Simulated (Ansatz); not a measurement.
Start from InSb in the wurtzite structure (space group P6_3mc, No. 186; a hypothetical phase, not in the database extracts checked).

```
InSb
1.0
    4.59691     0.00000     0.00000
   -2.29846     3.98104     0.00000
    0.00000     0.00000     7.56478
In Sb
2 2
Cartesian
  2.29846   1.32701   7.56228
  0.00000   2.65403   3.77989
  2.29846   1.32701   4.73200
  0.00000   2.65403   0.94961
```

Levels (all Ansatz, an electronic-structure program, PAW): PBEsol (420 eV, no SOC); r2SCAN (500 eV, no SOC).

The geometry is relaxed with PBEsol.

| Quantity | Result |
|---|---|
| PBEsol pressure | 0.0 GPa |
| PBEsol band gap | zero |

Task: How does going to r2SCAN change the pressure and band gap?

Result: The pressure goes from zero to 0.8 GPa; the band gap goes from zero to 0.16 eV.

Single points use the geometry relaxed with PBEsol. Their cutoffs differ, which shifts pressures a little. With Sb present, leaving out spin-orbit coupling can change the band edges. Stability against distortions was not tested. The final runs are not spin-polarised. The zero or small gap of InSb can change with the level of theory.
